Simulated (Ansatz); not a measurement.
```
C
1.0
    0.00000     1.78014     1.78014
    1.80684     0.00000     1.78014
    1.80684     1.78014     0.00000
C
2
Direct
  0.50000   0.50000   0.50000
  0.75000   0.75000   0.75000
```

No spin polarisation.

The values are results of DFT with r2SCAN, PAW potentials and a 500 eV plane-wave cutoff in Ansatz (a quantum-chemistry and plane-wave program), no spin-orbit coupling, not measurements. Γ-centred 16×16×16 mesh, Fermi–Dirac width 0.05 eV.

What is the computed band gap?

4.13 eV.

What is the computed smallest direct gap?

5.71 eV.

The cells carry an imposed strain or load. No phonon test of stability was made. The cell was made from C in the diamond structure (space group Fd-3m, No. 227) by this change: uniaxial strain ε_xx = +1.50 %.
